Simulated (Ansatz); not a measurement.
## A short convergence ladder for CaC2 (I4mm, 3 atoms in the cell)

```
CaC2
1.0
   -1.94397     1.94397     3.21812
    1.94397    -1.94397     3.21812
    1.94397     1.94397    -3.21812
Ca C
1 2
Cartesian
  0.00000   0.00000   0.05000
  0.00000   0.00000   3.84816
  0.00000   0.00000   2.58808
```

Base method: PBEsol, default PAW files made with PBE (plane waves; Ansatz, an electronic-structure program).

Base settings: basis.ecutwfc = 420 eV; kpoints.mp_grid.grid = 9 9 9; hamiltonian.xc = pbesol; hamiltonian.pseudopotentials = {kind: paw} (the program's default PAW files); scf.occupations.method = fermi_dirac; scf.occupations.width = 0.05 eV.

**The width of Fermi-Dirac smearing**

The mesh stays at the base's, so the ladder's end is converged at best in this setting alone.

Only quantities that move along the ladder and can be compared are tabulated.

```csv
scf.occupations.width,free energy less the last step's (meV/atom),pressure (GPa),largest difference of a force vector from the last step's (eV/Å)
1 eV,-264.21,-0.64,1.497
0.5 eV,-24.19,-2.67,0.270
0.2 eV,-0.36,-2.65,0.010
0.1 eV,0.00,-2.64,0.000
0.02 eV,0.00,-2.64,0.000
```

Widest scf.occupations.width that holds the forces within 0.02 eV/Å of the last step, with all finer ones: 0.2 eV; the step before is off by 0.27 eV/Å.

Widest scf.occupations.width that holds the free energy within 0.5 meV/atom of the last step, with all finer ones: 0.2 eV; the step before is off by 24 meV/atom.

Widest scf.occupations.width that holds the pressure within 0.1 GPa of the last step, with all finer ones: 0.5 eV; the step before is off by 2.0 GPa.

On the base run: the starting cell comes from a database of computed structures (which also holds hypothetical and non-ambient phases and stackings), without a prior relaxation at this level. Its lattice was rescaled by up to half a per cent. One atom was moved a little off its site on purpose. Ansatz's pressure includes its estimate of the finite-basis (Pulay) stress.

Keys are those of Ansatz 0.2.
